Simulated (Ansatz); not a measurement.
The starting structures come from a database of crystals and need not be the phases stable at ambient conditions.

 Where the default PAW files enter, the runs use the earlier of Ansatz's two default sets.

```
Ag2S
1.0
    4.22178     0.00000     0.00000
    0.00000     7.40480     0.00000
    1.57213     0.00000     3.93090
Ag S
4 2
Direct
  0.88611   0.75000   0.89597
  0.11389   0.25000   0.10403
  0.50000   0.00000   0.50000
  0.50000   0.50000   0.50000
  0.27249   0.75000   0.28478
  0.72751   0.25000   0.71522
```

Space group of this cell: P2_1/m. The cell is taken as given; by PBEsol its mean pressure is -3.1 GPa.

The current runs along the normal of the first two printed vectors. All runs by Ansatz (a program for electronic structure), plane waves and PAW, without spin-orbit coupling; the base is PBEsol.

```tsv
run	mean pressure (GPa)	gap (eV)	mid-gap κ (1/Å)
base	-3.1	1.10	0.124
all lengths scaled by 0.98	1.4	1.04	0.113
all lengths scaled by 1.02	-6.2	1.15	0.139
lda in place of pbesol	-6.0	…	…
lengths across the current scaled by 0.98, ions clamped	-0.3	…	…
lengths across the current scaled by 1.02, ions clamped	-5.2	1.19	0.144
lengths along the current scaled by 0.97, ions clamped	-0.9	1.15	…
lengths along the current scaled by 1.03, ions clamped	-4.8	0.99	0.120
```

**Question.** Some entries are withheld; supply them.

**Answer.** 
- lda in place of pbesol, gap (eV): 1.03
- lda in place of pbesol, mid-gap κ (1/Å): 0.116
- lengths across the current scaled by 0.98, ions clamped, gap (eV): 0.96
- lengths across the current scaled by 0.98, ions clamped, mid-gap κ (1/Å): 0.110
- lengths along the current scaled by 0.97, ions clamped, mid-gap κ (1/Å): 0.128
